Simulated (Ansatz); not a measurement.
An ideal cubic perovskite cell is held by its symmetry; such compounds can tilt or shift off centre at room temperature.

Crystal: CsPbBr₃ (Pm-3m, cubic perovskite, 5 atoms a cell, 42.1 Å³ an atom); planes in its conventional cell.

The numbers are results of r2SCAN (plane waves, PAW; Ansatz, a quantum-chemistry and plane-wave program), not measurements.

No gap correction and no spin-orbit coupling; mid-gap values are interpolated between computed energies.

```csv
plane,area of the cell (Å²),mid-gap κ (1/Å),largest κ in the gap (1/Å)
(001),35.4,0.12,0.12
(110),50.0,(withheld),(withheld)
(111),61.3,(withheld),(withheld)
```

### Question
The slowest decay depends on the direction. Supply the withheld values.

### Answer

- (110), mid-gap κ (1/Å): 0.14
- (110), largest κ in the gap (1/Å): 0.14
- (111), mid-gap κ (1/Å): 0.15
- (111), largest κ in the gap (1/Å): 0.15
